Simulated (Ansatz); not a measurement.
Consider HfO$_{2}$ in the fluorite structure (space group Fm-3m, No. 225; a = 5.0585 Å). Axes: x, y, z lie along the cube axes.

Calculations: r2SCAN (Ansatz, a quantum-chemistry and plane-wave program), no SOC.

Perturbation: uniaxial stress, 2 GPa tension along x, with the cell and atoms free to relax against it.

What does the calculation give for the mean lateral Poisson ratio after the change?

The mean lateral Poisson ratio amounts to 0.15.

Load acts through the strain it causes; cell and atoms are relaxed under it. Beyond what the load breaks, stability against distortions was not tested. This is not the structure that HfO2 has at room temperature and ambient pressure.
